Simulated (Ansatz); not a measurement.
Consider Au-vacancy pair (Au on one host Ru site, one Ru site vacant) in hcp Ru, neutral cell. The step: direct exchange of Au with the vacancy (Au-vacancy distance between ideal sites 2.66 Å throughout); the atom moves 2.45 Å along (-0.62, -0.31, 0.46) of the unit cell; the moving atom starts with neighbours 2 Ru at 2.68, 2 Ru at 2.72, Ru at 2.73, 2 Ru at 2.76, 2 Ru at 2.79, 2 Ru at 2.81 Å and ends with 2 Ru at 2.68, 2 Ru at 2.72, Ru at 2.73, 2 Ru at 2.76, 2 Ru at 2.79, 2 Ru at 2.81 Å. A PBE band in Ansatz (plane-wave PAW, a 2×2×2 k-point mesh shifted by half a step along c, 36 host sites, 17 SCF runs with any check of the saddle's order, static, no finite-size correction) gives a forward barrier of 1.50 eV. The saddle point's order was not checked, and it lies on a symmetry element of the cell, where a band can be held. Forms of the defect that were not tried may lie lower.

Single points at the band's start and saddle point can refine it. Rough cost of one point, in units of the band's mean SCF on the same machine:

| Level | Cost of one point |
|---|---|
| PBE, a 4×4×4 k-point mesh shifted by half a step along c | about 6 |
| r2SCAN at 500 eV, a 2×2×2 k-point mesh shifted by half a step along c | about 2 |

**Question.** Which of these move the barrier by more than 0.1 eV, and how far does each move it?

**Answer.** Not one does. PBE, a 4×4×4 k-point mesh shifted by half a step along c: +0.05 eV; r2SCAN at 500 eV, a 2×2×2 k-point mesh shifted by half a step along c: -0.03 eV. Each functional is compared with PBE at the same k-points.

Ansatz is a first-principles code.
